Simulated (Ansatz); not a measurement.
Input and output of a zone-centre phonon calculation for HfPt3 (Pm-3m, 4 atoms in the cell) (Ansatz, an electronic-structure program).

Method: LDA (PW92), default PAW files made with PBE (plane waves; Ansatz).

```
CELL_PARAMETERS angstrom
      4.02246     0.00000     0.00000
      0.00000     4.02246     0.00000
      0.00000     0.00000     4.02246
ATOMIC_POSITIONS crystal
  Hf 0.00000 0.00000 0.00000
  Pt 0.50000 0.50000 0.00000
  Pt 0.00000 0.50000 0.50000
  Pt 0.50000 0.00000 0.50000
```

Reference input (self-consistent single point, DFT, LDA (PW92), plane waves, default PAW files made with PBE): basis.ecutwfc = 420 eV; kpoints.mp_grid.grid = 8 8 8; hamiltonian.xc = lda; hamiltonian.pseudopotentials = {kind: paw} (the program's default PAW files); scf.occupations.method = gaussian; scf.occupations.width = 0.1 eV. This run's input differs from it in these lines:

```diff
@@ -19,6 +19,5 @@
   occupations: { method: gaussian, width: 0.1 eV }
-output:
-  forces: true
-  eigenvalues: true
-  stress: true
+  convergence: { dr2_threshold: 1.0e-05 eV }
+phonons:
+  method: dfpt
```

The program printed (abridged):

```
SCF iter   1: F=—  HF=-52216.146382 eV  |F-HF|=—  |Δ(HF+E_count)|=         —  Δρ=6.47e-3  dr2=8.53e-3  ethr=1.77e-3  ⟨swp⟩=5.4  Hψ=19065  notcnv=0
all-band conjugate gradients solve this SCF's bands
preconditioner: auto → Resta (q_TF=auto, 2.824 Å⁻¹)
SCF iter   2: F=—  HF=-52216.147658 eV  |F-HF|=—  |Δ(HF+E_count)|=   1.28e-3  Δρ=3.49e-3  dr2=2.67e-3  ethr=1.07e-5  ⟨swp⟩=2.0  Hψ=8538  notcnv=0
   [... lines left out ...]
SCF iter   4: F=—  HF=-52216.147166 eV  |F-HF|=—  |Δ(HF+E_count)|=   2.16e-5  Δρ=1.54e-4  dr2=9.67e-6  ethr=6.00e-8  ⟨swp⟩=2.0  Hψ=10080  notcnv=0
iter 5 did not close the SCF: its close was put off for the readings that it lacked (scf_convergence_deferred on its scf_iter line)
SCF iter   5: F=-52216.147158 eV  HF=-52216.147160 eV  |F-HF|=1.77e-6  |Δ(HF+E_count)|=   6.37e-6  Δρ=5.65e-5  dr2=2.64e-6  ethr=1.21e-8  ⟨swp⟩=2.0  Hψ=8328  notcnv=0
SCF iter   6: F=-52216.147159 eV  HF=-52216.147159 eV  |F-HF|=1.41e-7  |Δ(HF+E_count)|=   7.58e-7  Δρ=1.44e-5  dr2=2.00e-7  ethr=3.29e-9  ⟨swp⟩=9.3  Hψ=39949  notcnv=0
SCF 1 converged in 6 iterations: F = -52216.147159 eV  dr2 = 2.00e-7
DFPT response loops at Γ: preconditioner auto → Kerker (q_TF=auto, 2.824 Å⁻¹) (partly filled bands, converged f_vac=0.000) …
Free energy (F): -52216.147159 eV
Internal energy: -52216.145213 eV  (E = F + TS)
E sigma→0 (E₀):  -52216.146186 eV
Entropy (-TS):   -0.001946 eV (-0.486 meV/atom)
Fermi energy:    23.615305 eV
--- Phonons (Γ-DFPT): 3 representative perturbations + reference, on 125 of 512 k-points (Σ response iterations 11) ---
  k mesh reduced under 8 symmetry operations, with k and −k counted as one. Each operation leaves every solved displacement unchanged or reverses it
  ASR residual: 8.728e-3 → 0.000e0 eV/Å²; symmetrization residual: 9.784e-7 eV/Å²
  ASR residual per site (eV/Å²): 8.73e-3 9.00e-4 9.00e-4 9.00e-4
  Γ frequencies (cm⁻¹): 0.00 0.00 0.00 102.81 102.81 102.81 104.95 104.95 104.95 150.67 150.67 150.67
  non-analytic LO–TO correction: not included (Born effective charges unavailable; polar crystals: no LO–TO splitting at Γ)
```

The run converged in 6 iterations.  The full log also holds: “iter 5 did not close the SCF: its close was put off for the readings that it lacked (scf_convergence_deferred on its scf_iter line)”.

Summary of the result:
| Quantity | Value |
|---|---|
| Free energy E − TS (on the zero of these files) | -52216.1472 eV |
| Fermi level (on the code's own zero) | 23.62 eV |
| Zone-centre frequencies (cm⁻¹; negative means imaginary) | 0, 0, 0, 103, 103, 103, 105, 105, 105, 151, 151, 151 |

The starting cell comes from a database of computed structures (which also holds hypothetical and non-ambient phases and stackings), without a prior relaxation at this level. Its lattice was rescaled by up to half a per cent. Spin polarisation is off.

Cost on one core of a shared machine: roughly 5 min.

Keys are those of Ansatz 0.2.
